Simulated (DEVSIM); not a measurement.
Device: abrupt Si p-n junction, at 350 K.

Layer 1 from the left is Si, thickness (μm) 22.0, Na (cm⁻³) 2.4e16, τn (s) 5.9e-5, τp (s) 5.9e-5. Layer 2 from the left is Si, thickness (μm) 32.0, Nd (cm⁻³) 1.2e17, τn (s) 5.9e-5, τp (s) 5.9e-5.

Left contact: ohmic. Right contact: ohmic. Voltage is applied to the left contact. Recombination: SRH at mid-gap, Auger. Mobility is constant in doping.

This is a model device: material constants are rounded textbook-type values typed into the input, and sizes, dopings and lifetimes were drawn at random. Values at 300 K; Nc and Nv go as T^1.5, mobilities as T to minus their exponent, the gap by Varshni's rule with the affinity fixed.

Si: gap (eV) 1.124, affinity (eV) 4.05, permittivity 11.7, Nc (cm⁻³) 2.86e19, Nv (cm⁻³) 3.1e19, μn (cm²/Vs) 1417, μp (cm²/Vs) 470, T exponent of μn 2.3, T exponent of μp 2.2, Cn (cm⁶/s) 2.8e-31, Cp (cm⁶/s) 9.9e-32, Varshni α (eV/K) 0.000473, Varshni β (K) 636.

Question: Estimate by hand the built-in potential, the peak field at zero bias, the capacitance at -0.6 V, and compare with a numerical solution.

Answer: 
- Built-in potential: ni = √(Nc Nv) exp(−Eg/2kT) = 3.78e11 cm⁻³ with Eg = 1.111 eV; Vbi = kT/q ln(Na Nd/ni²) = 0.716 V; numerical 0.716 V.
- Peak field at zero bias: depletion approximation: W = √(2εVbi/(qN)) = 0.215 μm with N = 2.00e16 cm⁻³; field = 2Vbi/W = 66500 V/cm; numerical 63800 V/cm (estimate above by 4.3 %).
- Capacitance at -0.6 V: C = √(qεN / 2(Vbi + |V|)) = 35.5 nF/cm²; numerical 36.4 nF/cm² (estimate below by 2.3 %).

DEVSIM, 1D drift-diffusion, Boltzmann statistics, complete ionisation; no tunnelling, impact ionisation, image-force lowering or self-heating.
